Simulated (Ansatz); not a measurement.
# SiO2 (P4₁2₁2, No. 92)

All values below come from PBE (PAW; Ansatz, an electronic-structure program).

Settings: plane-wave cutoff 520 eV, 8×8×6 k mesh (along the axes of the cell as run), perturbation theory, scalar-relativistic PAW data made under PBE.

Cell (relaxed at this level):

```
O2Si
1.0
    5.08560     0.00000     0.00000
    0.00000     5.08560     0.00000
    0.00000     0.00000     7.10412
Si O
4 8
Direct
  0.29363   0.29363   0.00000
  0.79363   0.20637   0.75000
  0.20637   0.79363   0.25000
  0.70637   0.70637   0.50000
  0.24126   0.09300   0.17399
  0.74126   0.40700   0.57601
  0.25874   0.59300   0.07601
  0.75874   0.90700   0.67399
  0.90700   0.75874   0.32601
  0.40700   0.74126   0.42399
  0.59300   0.25874   0.92399
  0.09300   0.24126   0.82601
```

```
Item                                                       Value
---------------------------------------------------------  -----
high-frequency dielectric constant (mean over three axes)   2.23
static dielectric constant (mean over three axes)           4.05
```

Note: the volume lies 7 % above that of the published cell.

It cost about 50 core-minutes (a rough figure) of CPU time.
